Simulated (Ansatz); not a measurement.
An Ansatz (a first-principles code) input (r2SCAN/PAW in Ansatz, without spin-orbit coupling, earlier PAW set):

Ansatz 0.2 input:
```yaml
crystal:
  lattice:
    - [3.2258633242, 0, 0]
    - [-1.6129316621, 2.7936795879, 0]
    - [0, 0, 17.0949486284]
  atoms:
    - { symbol: Si, position: [0, 0, 0.004467901] }
    - { symbol: Si, position: [0, 0, 0.504467901] }
    - { symbol: Si, position: [0.3333333333, 0.6666666667, 0.1713566408] }
    - { symbol: Si, position: [0.6666666667, 0.3333333333, 0.6713566408] }
    - { symbol: Si, position: [0.3333333333, 0.6666666667, 0.8377543181] }
    - { symbol: Si, position: [0.6666666667, 0.3333333333, 0.3377543181] }
    - { symbol: B, position: [0, 0, 0.1211048571] }
    - { symbol: B, position: [0, 0, 0.6211048571] }
    - { symbol: B, position: [0.3333333333, 0.6666666667, 0.2875467704] }
    - { symbol: B, position: [0.6666666667, 0.3333333333, 0.7875467704] }
    - { symbol: B, position: [0.3333333333, 0.6666666667, 0.9540695125] }
    - { symbol: B, position: [0.6666666667, 0.3333333333, 0.4540695125] }
basis: { ecutwfc: 500, ecutrho_ratio: 4, xc_grid: 4, fft_grid_basis: typed }
kpoints: { mp_grid: { grid: [13, 13, 3] } }
hamiltonian:
  xc: r2scan
  dispersion: none
  pseudopotentials: { azcp: { folder: ./paw }, kind: paw }
scf: { occupations: { method: fermi_dirac, width: 0.05 }, convergence: { dr2_threshold: 0.0000000012 } }
output: { forces: true, stress: true }
checkpoint: { write: state.ck, write_every: 1000 }
```

### Question
Which symmetry and how many k-points will the program report, and about how many plane waves at Γ?

### Answer
Space group P63mc (ITA 186) with 12 operations, k-points 42 of 507, and 3897 plane waves at Γ.

Stability against distortions was not tested. All final runs are without spin polarisation. The cell was made from SiC by this change: C → B; the result is a model cell, its experimental status unchecked.
